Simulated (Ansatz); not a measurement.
A calculation on L1₀ (CuAu-type) CuAu returned lattice constant a 2.996 Å, lattice parameter c 3.591 Å, equilibrium volume per atom 16.11 Å³/atom, bulk modulus 108 GPa.

For reference: lattice constant a 2.8 Å (measured, temperature not stated, no zero-point or thermal correction; as tabulated in Nepal et al. (2019), arXiv:1905.09348); lattice parameter c 3.67 Å (measured, temperature not stated, not corrected to a static lattice; as tabulated in Mehl et al. (2016), arXiv:1607.02532).

Problem. Which level of theory produced these numbers?
(A) PBE+SOC (Ansatz, an electronic-structure program)
(B) r²SCAN+rVV10 (Ansatz)
(C) RPBE (Ansatz)
(D) BLYP (Ansatz)

Solution. D, BLYP (Ansatz)

The others give: r²SCAN+rVV10 2.833 Å, 3.563 Å, 14.30 Å³/atom, 167 GPa; RPBE 2.891 Å, 3.705 Å, 15.48 Å³/atom, 123 GPa; PBE+SOC 2.845 Å, 3.684 Å, 14.91 Å³/atom, 144 GPa.

Unless a cell is named, each level is at its own relaxed cell (BLYP 16.11, PBE+SOC 14.91, r²SCAN+rVV10 14.30, RPBE 15.48 Å³/atom).

Caveats: the cell is over a tenth larger than the published one: the level's own overestimate first of all, though another phase or state, or a fault of the published cell, is possible (BLYP). Ansatz's density-functional and Hartree–Fock values are scalar-relativistic unless marked +SOC, with PAW data made under PBE.
